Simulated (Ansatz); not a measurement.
Functionals compared on a constructed model of the (0001) surface of hcp Os, a pseudomorphic layer of Sc in the host's stacking (bottom of the slab: a bare face, its two planes held), in Ansatz (plane waves, PAW). The structure was relaxed with PBE; the other rows are single points on it. Cutoff 420 eV (500 eV for r2SCAN).

Slab: 7 atoms, 13.7 Å thick at the start; k 16x16x1, smearing 0.1 eV, dipole-corrected; 2 atoms held, the rest relaxed; symmetry of the start imposed; no spin, no spin-orbit, no U. It is one candidate, not shown to be the stable structure of the face. These notes are the PBE run's.

```tsv
functional	work function of the top face (eV)	rough cost of the single point
PBE	4.07	–
RPBE	3.96	very roughly 28 core-seconds
r2SCAN	___	around 60 core-seconds (rough)
```

Problem. Fill in the missing entries.

Solution. 
- r2SCAN, work function of the top face (eV): 4.16

Ansatz is an electronic-structure program.
